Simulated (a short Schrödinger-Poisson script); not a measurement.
Structure: symmetric double-gate stack, Al2O3 on p-type Si(100), at 77 K.

```
layer  material  thickness (nm)  Na (cm⁻³)
-----  --------  --------------  ---------
1         Al2O3             2.3          -
2            Si               5       7e17
3         Al2O3             2.3          -
```

Constants are typed, rounded textbook-type inputs, not results; the design itself was drawn at random and stands for no fabricated device. Al2O3: permittivity 9, conduction-band edge (eV) 2.7, gap (eV) 6.8, electron mass (mₑ) 0.3. Si: permittivity 11.7, conduction-band edge (eV) 0, gap (eV) 1.124, Nv at 300 K (cm⁻³) 3.1e19.

Channel valleys (confinement mass, in-plane density-of-states mass, number): Δ2 0.916, 0.19, 2; Δ4 0.19, 0.417, 4. At the gates, both at one voltage, the conduction-band edge of layer 1 lies 3.04 eV − eVg above the Fermi level of the channel. Gaps are held at their typed values at every temperature. Mesh 0.03 nm at interfaces.

Solved with a short Schrödinger-Poisson script written for these runs: 1D Poisson equation in equilibrium, electrons quantum, Hartree (BenDaniel-Duke, 12 states a valley, the channel's in-plane mass for all, wave functions free to enter the dielectric), parabolic valleys, classical holes, full ionisation, no traps, pinning or gate leakage.

The same stack at other levels of the model or other numerical settings:

```
run                                          sheet density of all electrons at Vg = 1.05 V (cm⁻²)  sheet density of all electrons at Vg = 0.45 V (cm⁻²)  capacitance of both gates at Vg = 1.05 V (μF/cm²)  rough cost against the base
-------------------------------------------  ----------------------------------------------------  ----------------------------------------------------  -------------------------------------------------  ---------------------------
base                                                                                      2.01e13                                               2.11e12                                               5.15                      about 1
electrons treated as classical, Boltzmann                                                 2.83e13                                               3.65e12                                               6.75                         0.02
electrons treated as classical, Fermi-Dirac                                               2.46e13                                               3.33e12                                               5.84                         0.07
mesh six times as coarse                                                                  2.00e13                                               2.11e12                                               5.14                          0.3
one subband a valley                                                                      1.96e13                                               2.11e12                                               5.03                          0.3
```

The classical rows ignore confinement, and Boltzmann statistics overrate the density once the band edge passes the Fermi level.
